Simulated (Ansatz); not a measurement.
The reference is CdGeAs2 in the chalcopyrite structure (space group I-42d, No. 122; a = 6.048 Å, c = 11.488 Å). Axes: x, y, z lie along a, b, c of the conventional cell.

Level of theory: Ansatz (a first-principles code), PBE, PAW, cutoff 420 eV, spin-orbit coupling left out.

For the base:

The pressure comes out as -0.1 kbar.

Perturbation: uniaxial strain ε_zz = −1.50 %, all other strain components held at zero; the atoms relax in the strained cell.

What does the calculation give for the energy relative to the base and pressure after the change?

The energy goes up by 1.3 meV/atom; the pressure (mean of the normal stresses, compression positive) increases by 8.0 kbar to 7.9 kbar.

Stability against distortions was not tested.
